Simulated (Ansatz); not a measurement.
Consider HfO₂ (space group P4_2/nmc, No. 137; a = 3.6044 Å, c = 5.2643 Å).

All numbers come from PBE/PAW in Ansatz (a first-principles code), scalar-relativistic without spin-orbit coupling.

Now apply this change: 0.684 electrons added to each cell, a density of 1.0×10^22 cm⁻³, with a uniform compensating background at fixed cell and a 300 K Fermi–Dirac width.

Task: Predict the new Fermi level from band edge and largest internal atomic displacement.

Result: The Fermi level relative to the doped band's edge (positive inside the band; to 0.05 eV) amounts to +0.55 eV; the largest internal atomic displacement is 0.016 Å.

Carriers are added with a uniform compensating background; total energy and stress of such cells depend on the potential's zero and are not compared; many-body gap narrowing is missing at this level. Stability against distortions was not tested. This is not the structure that HfO2 has at room temperature and ambient pressure.
